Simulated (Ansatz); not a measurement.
# How the band gap of cubic perovskite KZnF3 moves with the method

No measured value is used here.

Q: Put these levels in order of the band gap that they give for cubic perovskite KZnF3, smallest first: B3LYP (VWN-RPA form) (Ansatz, a first-principles code), Hartree–Fock (Ansatz), LDA (Ansatz), PBE (Ansatz).

A: LDA (3.62 eV), PBE (3.86 eV), B3LYP (VWN-RPA form) (6.50 eV), Hartree–Fock (17.19 eV)

Computed values are for a static lattice.  Values are at the measured cell. Cutoffs and k meshes differ between the levels. Ansatz's density-functional and Hartree–Fock values are scalar-relativistic unless marked +SOC, with PAW data made under PBE.
